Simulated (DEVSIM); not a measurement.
Device: TaN/La2O3/n-Si capacitor, at 250 K.

```csv
layer (left to right),material,thickness (nm),Nd (cm⁻³)
1,La2O3,4.10,-
2,Si,2500,5.1e16
```

Metal gate on the left, work function 4.4 eV. Fixed charge at the semiconductor interface 2.8e12 cm⁻² (in units of +e); no interface traps.

This is a model device: material constants are rounded textbook-type values typed into the input, and sizes, dopings and lifetimes were drawn at random. Values at 300 K; Nc and Nv go as T^1.5, mobilities as T to minus their exponent, the gap by Varshni's rule with the affinity fixed.

| parameter | La2O3 | Si |
|---|---|---|
| gap (eV) | 5.8 | 1.124 |
| affinity (eV) | 1.8 | 4.05 |
| permittivity | 27 | 11.7 |
| Nc (cm⁻³) | - | 2.86e19 |
| Nv (cm⁻³) | - | 3.1e19 |
| Varshni α (eV/K) | - | 0.000473 |
| Varshni β (K) | - | 636 |

Model (solved in DEVSIM): 1D Poisson equation in equilibrium, Boltzmann statistics, complete ionisation; no quantum confinement or tunnelling. Metal contacts follow the ideal Schottky-Mott rule: no Fermi-level pinning, no interface dipoles.

Question: Give the band bending (positive: bands bend down) and minority sheet density.

Answer: 
```tsv
Vg (V)	ψs (V)	minority carriers (cm⁻²)
-0.9	-0.989	1.1e12
-0.6	-0.723	< 1e8
-0.3	-0.428	< 1e8
0	-0.135	< 1e8
0.3	0.113	< 1e8
```
